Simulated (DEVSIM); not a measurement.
Structure: Si p+/n-/n+ power diode, at 350 K.

```csv
layer (left to right),material,thickness (μm),Nd (cm⁻³),Na (cm⁻³),τn (s),τp (s)
1,Si,1.40,-,5.3e18,1e-7,1e-7
2,Si,67.0,2.8e15,-,1e-7,1e-7
3,Si,1.40,1.5e18,-,1e-7,1e-7
```

Left contact: ohmic. Right contact: ohmic. Voltage is applied to the left contact. Recombination: SRH at mid-gap, radiative. Gap narrowing is on: ΔEg = 6.92 meV × (l + √(l² + 0.5)), l = ln(N/1.3e17 cm⁻³), shared equally by both band edges. Mobility is μmin + (μ − μmin)/(1 + (N/Nref)^α).

The device is made up for the run: typed textbook-type constants, with dimensions and the other settings drawn at random. Values at 300 K; Nc and Nv go as T^1.5, mobilities as T to minus their exponent, the gap by Varshni's rule with the affinity fixed.

```csv
parameter,Si
gap (eV),1.124
affinity (eV),4.05
permittivity,11.7
Nc (cm⁻³),2.86e19
Nv (cm⁻³),3.1e19
μn (cm²/Vs),1417
μp (cm²/Vs),470
"μn,min",52
"μp,min",45
"Nref,n",9.7e16
"Nref,p",2.2e17
αn,0.68
αp,0.72
T exponent of μn,2.3
T exponent of μp,2.2
B (cm³/s),4.7e-15
Varshni α (eV/K),0.000473
Varshni β (K),636
```

DEVSIM, 1D drift-diffusion, Boltzmann statistics, complete ionisation; no tunnelling, impact ionisation, image-force lowering or self-heating.

The minority lifetime in layer 2 was swept, all else fixed.

```tsv
minority lifetime in layer 2 (s)	dark forward voltage at 1 A/cm² (V)	dark forward voltage at 100 A/cm² (V)
3e-9	0.468	1.406
1e-8	0.482	1.305
3e-8	0.495	1.144
1e-7	0.512	0.950
3e-7	0.528	0.840
1e-6	0.545	0.799
3e-6	0.569	0.793
```

From the first row to the last the dark forward voltage at 1 A/cm² goes from 0.468 to 0.569. From the first row to the last the dark forward voltage at 100 A/cm² goes from 1.406 to 0.793.
